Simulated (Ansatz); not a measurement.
The parent structure is GaN in the CsCl type structure (space group Pm-3m, No. 221; a = 2.703 Å; a hypothetical phase, not in the database extracts checked; relaxed with 0.1 eV smearing). Axes: x, y, z lie along the cube axes.

All numbers come from Ansatz (a first-principles code), PBEsol, PAW, cutoff 420 eV, no spin-orbit coupling.

Modification: uniaxial strain ε_zz = +2.39 %, all other strain components held at zero; the atoms relax in the strained cell.

Problem. Predict the stress tensor and what it implies for the stiffness.

Solution. Stress of the strained cell less that of the base (GPa, compression positive):
```
   -2.1     0.0     0.0
    0.0    -2.1     0.0
    0.0     0.0    -6.8
```

Then −Δσ_ii/ε with ε = 0.0239 gives secant stiffness values (nonlinear terms included at this strain): C33 ≈ 285 GPa, C13 ≈ 89 GPa and C23 ≈ 89 GPa.

As a check, the harmonic strain energy −½ V₀ Δσ:ε is 5.0 meV/atom; the computed energy rise is 5.0 meV/atom.

Whether these cells are dynamically stable was not tested. All final runs are without spin polarisation.
